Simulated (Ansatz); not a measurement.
Input:

```yaml
crystal:
  lattice:
    - [3.82033, 0.00000, 0.00000]
    - [0.00000, 3.82033, 0.00000]
    - [0.00000, 0.00000, 3.85850]
  atoms:
    - { symbol: Tl, position: [0.00000, 0.00000, 0.00000] }
    - { symbol: Br, position: [0.50000, 0.50000, 0.50000] }
```

No spin polarisation.

Computed with DFT with LDA, PAW potentials and a 420 eV plane-wave cutoff in Ansatz (a quantum-chemistry and plane-wave program), no spin-orbit coupling. Γ-centred 9×9×9 mesh, Fermi–Dirac width 0.05 eV.

### Question
Predict the in-plane stress, hole mass, gap character and smallest direct gap.

### Answer
The mean in-plane stress (compression positive) is +0.2 GPa and the hole mass is 0.15 mₑ along k, 0.39 mₑ across (at X). The gap character comes out as indirect, Z → X and the smallest direct gap is 1.34 eV.

With Tl present, leaving out spin-orbit coupling can change the band edges. The cells carry an imposed strain or load. Effective masses come from finite differences of ±0.01 Å⁻¹. Along k means along the line from Γ to the band edge. No phonon test of stability was made. The cell was made from TlBr in the CsCl type structure (space group Pm-3m, No. 221) by this change: biaxial strain −0.50 %, plane normal [001], relaxed out of plane.
